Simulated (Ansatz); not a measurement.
Amorphous cells of 8 compositions: the gap between the highest filled and lowest empty level at the zone centre, by PBE and by a single point of r2SCAN on the same geometry (PBE, scalar-relativistic without spin-orbit coupling (plane waves to 420 eV, PAW; Ansatz, an electronic-structure program); r2SCAN at 500 eV). The networks come from melt-quench runs on the CHGNet potential at compositions and starting densities chosen by hand, with anions pushed apart in the CHGNet dynamics, and DFT then relaxed them. The cells are small and were quenched far faster than real films, so single cells scatter. Defect or tail levels can set these gaps. The rows are the first to finish with both values and no moments.

```csv
cell,PBE gap x (eV),r2SCAN gap y (eV)
"A (In24O37Ba, 6.49 g/cm3)",0.54,1.00
"B (In9Ga9Zn9O39Al2, 5.71 g/cm3)",0.56,1.04
"C (In9Ga9Zn9O39Mo, 5.79 g/cm3)",0.70,1.14
"D (In9Ga9Zn9O37Na2, 5.73 g/cm3)",0.82,1.27
"E (In9Ga9Zn9O37Ba, 5.92 g/cm3)",0.82,1.27
"F (In9Ga9Zn9O37Ca, 5.83 g/cm3)",0.96,withheld
"G (In9Ga9Zn9O39B2, 5.61 g/cm3)",1.02,1.47
"H (In9Ga9Zn9O41Nb2, 5.77 g/cm3)",1.14,1.59
```

### Question
Fit a straight line through the 7 full rows and predict the withheld value for F (In9Ga9Zn9O37Ca, 5.83 g/cm3).

### Answer
Means: x = 0.800, y = 1.254. Slope = Σ(Δx Δy) / Σ(Δx²) = 0.2912 / 0.3 = 0.971; the r.m.s. residual is 0.010. Prediction: 1.254 + 0.971 × (0.96 − 0.800) = 1.41. The run gave 1.40, 0.01 below the line.
